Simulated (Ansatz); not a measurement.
The starting structures come from a database of crystals and need not be the phases stable at ambient conditions.

By LDA, the system below comes out a metal.

Without scattering a metal conducts by its projected Fermi surface.

Consider the following.

```
CELL_PARAMETERS angstrom
      2.94609     0.00000     0.00000
     -1.47304     2.55139     0.00000
      1.47305     0.85046     7.20465
ATOMIC_POSITIONS crystal
  Ag 0.00000 0.00000 0.00000
  Ag 0.44457 0.22228 0.33315
  Ag 0.55543 0.77772 0.66685
```

Space group of this cell: R-3m. The cell is taken as given; by LDA its mean pressure is -11.7 GPa.

The current flows along the normal of the first two printed cell vectors, the (001) plane of the conventional cell. No spin-orbit coupling; the value is a mean over 0.1 eV about the Fermi level.

Estimate the ballistic conductance per area that LDA (Ansatz, a quantum-chemistry and plane-wave program) returns for this system.

0.82 × 10¹⁵ S/m² for both spins.
